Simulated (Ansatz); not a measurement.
For CuI (model structure, started from the WC type, P-6m2, No. 187, 2 atoms in the cell), PBEsol (PAW; Ansatz, an electronic-structure program) gives:

* **lattice parameter a**: 3.838 Å
* **lattice parameter c**: 3.593 Å
* **enthalpy of formation**: 0.286 eV/atom

Task: What does r²SCAN (Ansatz, PAW) give for the same quantities?

Result: 
- lattice constant a: 3.934 Å (goes up by 2.5 %)
- lattice parameter c: 3.693 Å (increases by 2.8 %)
- formation enthalpy: 0.230 eV/atom (decreases by 0.056 eV/atom)

Changes are worked out from the printed values.

Unless a cell is named, each level is at its own relaxed cell (PBEsol 22.92, r²SCAN 24.75 Å³/atom).

Levels without +SOC leave out spin–orbit coupling, which shifts energies and cells of such heavy elements.

Ansatz's density-functional and Hartree–Fock values are scalar-relativistic unless marked +SOC, with PAW data made under PBE.

A model structure was made by putting elements into a prototype or built by hand; it is no filed structure, need not be a known phase, and can be a saddle point held by its symmetry.
